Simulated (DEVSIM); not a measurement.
System: abrupt Si n-p junction, at 300 K.

```csv
layer (left to right),material,thickness (μm),Nd (cm⁻³),Na (cm⁻³),τn (s),τp (s)
1,Si,1.00,5.4e15,-,6.1e-5,6.1e-5
2,Si,8.70,-,1.2e16,6.1e-5,6.1e-5
```

Left contact: ohmic. Right contact: ohmic. Voltage is applied to the left contact. Recombination: SRH at mid-gap. Mobility is μmin + (μ − μmin)/(1 + (N/Nref)^α).

Constants are typed, rounded textbook-type inputs, not results; the design itself was drawn at random and stands for no fabricated device. Values at 300 K.

```csv
parameter,Si
gap (eV),1.124
affinity (eV),4.05
permittivity,11.7
Nc (cm⁻³),2.86e19
Nv (cm⁻³),3.1e19
μn (cm²/Vs),1417
μp (cm²/Vs),470
"μn,min",52
"μp,min",45
"Nref,n",9.7e16
"Nref,p",2.2e17
αn,0.68
αp,0.72
```

Simulated with DEVSIM: 1D drift-diffusion, Boltzmann statistics, complete ionisation; no tunnelling, impact ionisation, image-force lowering or self-heating.

The thickness of layer 1 was swept, all else fixed.

| thickness of layer 1 (μm) | dark forward voltage at 1 A/cm² (V) | largest field in the device at zero bias (V/cm) | dark forward voltage at 100 A/cm² (V) |
|---|---|---|---|
| 0.2 | 0.491 | 30000 | 0.727 |
| 0.35 | 0.520 | 27000 | 0.738 |
| 0.6 | 0.540 | 27000 | 0.743 |
| 1 | 0.555 | 27000 | 0.746 |
| 1.7 | 0.568 | 27000 | 0.749 |
| 3 | 0.580 | 27000 | 0.754 |
| 5 | 0.589 | 27000 | 0.762 |

From the first row to the last the dark forward voltage at 1 A/cm² goes from 0.491 to 0.589. From the first row to the last the largest field in the device at zero bias goes from 30000 to 27000.
